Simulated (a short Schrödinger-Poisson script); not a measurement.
Symmetric double-gate stack, SiO2 on p-type InP

Structure: symmetric double-gate stack, SiO2 on p-type InP, at 400 K.

```
layer  material  thickness (nm)  Na (cm⁻³)
-----  --------  --------------  ---------
1          SiO2             2.5          -
2           InP               8       6e15
3          SiO2             2.5          -
```

The device is made up for the run: typed textbook-type constants, with dimensions and the other settings drawn at random. SiO2: permittivity 3.9, conduction-band edge (eV) 3.48, gap (eV) 9, electron mass (mₑ) 0.5. InP: permittivity 12.5, conduction-band edge (eV) 0, gap (eV) 1.344, Nv at 300 K (cm⁻³) 1.1e19.

Channel valleys (confinement mass, in-plane density-of-states mass, number): Γ 0.08, 0.08, 1. At the gates, both at one voltage, the conduction-band edge of layer 1 lies 3.86 eV − eVg above the Fermi level of the channel. Gaps are held at their typed values at every temperature. Mesh 0.03 nm at interfaces.

From a short Schrödinger-Poisson script (our own, NumPy): 1D Poisson equation in equilibrium, electrons quantum, Hartree (BenDaniel-Duke, 12 states a valley, the channel's in-plane mass for all, wave functions ending at the dielectric), parabolic valleys, classical holes, full ionisation, no traps, pinning or gate leakage.

```
Vg (V)  electrons (cm⁻²)  C (μF/cm²)  Γ E0 (meV)  Γ E1 (meV)
------  ----------------  ----------  ----------  ----------
0                 2.21e6     < 0.003       453.8       674.1
0.1               4.02e7     < 0.003       353.8       574.1
0.2               7.31e8     0.00344       253.8       474.1
0.3              1.29e10      0.0587       154.7       375.0
0.4              1.60e11       0.527        65.8       285.5
0.5              7.00e11        1.14         6.3       224.0
0.6              1.50e12        1.39       -33.8       181.1
0.7              2.40e12        1.48       -66.7       145.0
0.8              3.34e12        1.53       -96.6       111.8
0.9              4.31e12        1.57      -124.8        80.4
1                5.30e12        1.62      -151.2        50.8
1.1              6.34e12        1.69      -175.4        23.6
1.2              7.41e12        1.75      -197.1        -1.2
1.3              8.51e12        1.79      -216.9       -23.8
1.4              9.64e12        1.82      -235.3       -45.0
1.5              1.08e13        1.84      -252.7       -65.2
1.6              1.19e13        1.86      -269.7       -84.9
1.7              1.31e13        1.86      -286.3      -104.1
1.8              1.43e13        1.87      -302.7      -123.2
```

Gate voltages with under 1e6 electrons/cm² are left out.

Subbands count from the Fermi level. The capacitance is that of both gates.

Above a few 1e12 electrons/cm² a light Γ valley is non-parabolic and upper valleys begin to fill, which the model leaves out.
